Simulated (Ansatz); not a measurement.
# How far PBE and r2SCAN part for TiSi2, uniaxial strain ε_zz = +0.80 %

Base system: TiSi₂ (space group Fddd, No. 70; a = 4.8062 Å, b = 8.2647 Å, c = 8.5654 Å). Axes: x, y, z lie along a, b, c of the conventional cell.

(Cell as relaxed with PBE.)

Levels (all Ansatz, a quantum-chemistry and plane-wave program, PAW): PBE (420 eV, without spin-orbit coupling); r2SCAN (500 eV, scalar-relativistic without spin-orbit coupling).

Each level relaxes its own structure.

```tsv
base	PBE	r2SCAN
volume per atom	14.18 Å³	13.96 Å³
band gap	zero	zero
```

Modification: the cell is stretched by 0.80 % along z with no lateral relaxation, atoms relaxed at fixed cell.

| quantity | PBE | r2SCAN |
|---|---|---|
| band gap | zero | zero |
| pressure (mean of the normal stresses, compression positive) | -1.3 GPa | -1.4 GPa |
| shortest interatomic distance | 2.548 Å | 2.532 Å |
| energy relative to the base (free energy F) | +1.1 meV/atom | +1.1 meV/atom |

PBE's shortest interatomic distance lies 0.016 Å above r2SCAN's (0.6 %); the two agree on the band gap and energy relative to the base. Neither level is exact; r2SCAN is the comparison here, not a measurement.

Without a gap, meshes like the base's 13×13×13 leave anisotropic stresses uncertain by several tenths of a GPa, and small strain energies with them. Stability against distortions was not tested. All final runs are without spin polarisation.
